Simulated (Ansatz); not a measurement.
## Response to strain in Al

Base system: Al in the fcc (Cu type) structure (space group Fm-3m, No. 225; relaxed with 0.1 eV smearing).

```xyz
1
Lattice="0.0000 1.9919 1.9919 1.9919 0.0000 1.9919 1.9919 1.9919 0.0000" Properties=species:S:1:pos:R:3 pbc="T T T"
Al     0.0000     0.0000     0.0000
```

Cartesian axes are those of the cell as printed.

Strains are applied to the cell and any free atomic positions relax; under biaxial strain the out-of-plane vector relaxes too.

Method: Kohn–Sham DFT with the LDA functional, run in Ansatz (an electronic-structure program) with PAW and 420 eV plane waves, scalar-relativistic without spin-orbit coupling.

Candidates:
(a) biaxial strain +1.25 %, plane normal [111], relaxed out of plane
(b) biaxial strain −1.67 %, plane normal [111], relaxed out of plane
(c) biaxial strain +2.50 %, plane normal [111], relaxed out of plane

Notes on the quantities. energy relative to the base: free energy F.

### Question
Order them by energy relative to the base, highest first.

### Answer
(c) biaxial strain +2.50 %, plane normal [111], relaxed out of plane (+6.9 meV/atom), (b) biaxial strain −1.67 %, plane normal [111], relaxed out of plane (+3.7 meV/atom), (a) biaxial strain +1.25 %, plane normal [111], relaxed out of plane (+1.8 meV/atom)

Whether these cells are dynamically stable was not tested.
